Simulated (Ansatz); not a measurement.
**A computed series for hypothetical rock salt CrGe: thickness series**

The reference is CrGe in the rock salt structure (space group Fm-3m, No. 225; ferromagnetic; a hypothetical phase, not in the database extracts checked).

```
CELL_PARAMETERS angstrom
      0.00000     2.52403     2.52403
      2.52403     0.00000     2.52403
      2.52403     2.52403     0.00000
ATOMIC_POSITIONS crystal
  Ge 0.00000 0.00000 0.00000
  Cr 0.50000 0.50000 0.50000
```

Cartesian axes are those of the cell as printed.

Free-standing slabs (2 atom(s) a layer) normal to the z axis with 15 Å of vacuum; in-plane cell held at bulk.

Calculations: r2SCAN, PAW, 500 eV (Ansatz, a first-principles code; scalar-relativistic without spin-orbit coupling).

Notes on the quantities. layer's space group: with vacuum; excess energy per area of both faces: slab less bulk energy over the cell's area: twice a surface energy; uncertain by up to 0.2 J/m².

```json
[
 {"variant": "base", "layer's space group": "–", "thickness between the outermost nuclei": "–", "excess energy per area of both faces": "–", "largest site moment": "2.63 μB", "shortest interatomic distance": "2.524 Å"},
 {"variant": "1 layer", "layer's space group": "P4/mmm (No. 123)", "thickness between the outermost nuclei": "–", "excess energy per area of both faces": "–", "largest site moment": "3.14 μB", "shortest interatomic distance": "2.524 Å"},
 {"variant": "2 layers", "layer's space group": "P4/nmm (No. 129)", "thickness between the outermost nuclei": "2.99 Å", "excess energy per area of both faces": "1.45 J/m²", "largest site moment": "2.93 μB", "shortest interatomic distance": "2.554 Å"},
 {"variant": "3 layers", "layer's space group": "P4/mmm (No. 123)", "thickness between the outermost nuclei": "5.41 Å", "excess energy per area of both faces": "1.7 J/m²", "largest site moment": "2.81 μB", "shortest interatomic distance": "2.430 Å"},
 {"variant": "4 layers", "layer's space group": "P4/nmm (No. 129)", "thickness between the outermost nuclei": "8.18 Å", "excess energy per area of both faces": "1.3 J/m²", "largest site moment": "3.08 μB", "shortest interatomic distance": "2.521 Å"},
 {"variant": "7 layers", "layer's space group": "P4/mmm (No. 123)", "thickness between the outermost nuclei": "15.58 Å", "excess energy per area of both faces": "1.5 J/m²", "largest site moment": "2.85 μB", "shortest interatomic distance": "2.465 Å"}
]
```

Other magnetic orders, which the real material may have, were not ruled out. The excess energy carries the mismatch between the slab's and the bulk's meshes. Stability against distortions was not tested.
